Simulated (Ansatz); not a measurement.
Defect migration in monoclinic HfO2 strained by -1.5 % along x and y, z held: O vacancy, charge state +2. Level of theory: PBE, PAW (plane waves to 420 eV; Ansatz, a quantum-chemistry and plane-wave program).

96-site cell at the strained lattice (strain from the relaxed PBE one, atoms relaxed), the Γ point alone, smearing 0.01 eV, spin-restricted, no finite-size correction. Energies are static. Spin-orbit coupling is left out. The charge state is imposed; whether it is stable for some Fermi level was not computed. Forms of the defect that were not tried may lie lower.

Barriers: single points on a 2×2×2 k-point mesh shifted by half a step at the bands' geometries.

The step: one O atom jumps into the vacancy from a nearby O site; the atom moves 2.46 Å along (0.01, -0.12, 0.45) of the unit cell; the moving atom starts with neighbours Hf at 2.06, 2 Hf at 2.10; O at 2.51, O at 2.55 Å and ends with Hf at 2.03, Hf at 2.05, Hf at 2.20; O at 2.55, O at 2.61 Å.

Problem. Estimate the migration barrier of this step that PBE, PAW returns for this input.

Solution. 0.76 eV, the same both ways. At the saddle the moving atom has neighbours Hf at 2.05, Hf at 2.17, Hf at 2.60; O at 2.62, O at 2.64, O at 2.65 Å. The saddle point's order was not checked.
